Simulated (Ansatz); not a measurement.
Base system: InSb in the zinc blende structure (space group F-43m, No. 216; a = 6.556 Å). Axes: x, y, z lie along the cube axes.

Level of theory: DFT with r2SCAN, PAW potentials and a 500 eV plane-wave cutoff in Ansatz (an electronic-structure program), no spin-orbit coupling.

For the base:

| Property | Result |
|---|---|
| Pressure | 0.0 GPa |

Perturbation: compressive biaxial strain of 3.11 % in the plane normal to [001], as in epitaxy on a mismatched substrate; the out-of-plane cell vector and the atoms relax.

Task: Estimate the effect on the pressure.

Result: The pressure (mean of the normal stresses, compression positive) goes from zero to 1.4 GPa.

Task: How does this affect the energy relative to the base?

Result: The energy grows by 14 meV/atom.

Stability against distortions was not tested. All final runs are without spin polarisation. Gaps under 0.05 eV, about the width of the smearing, are given as zero.
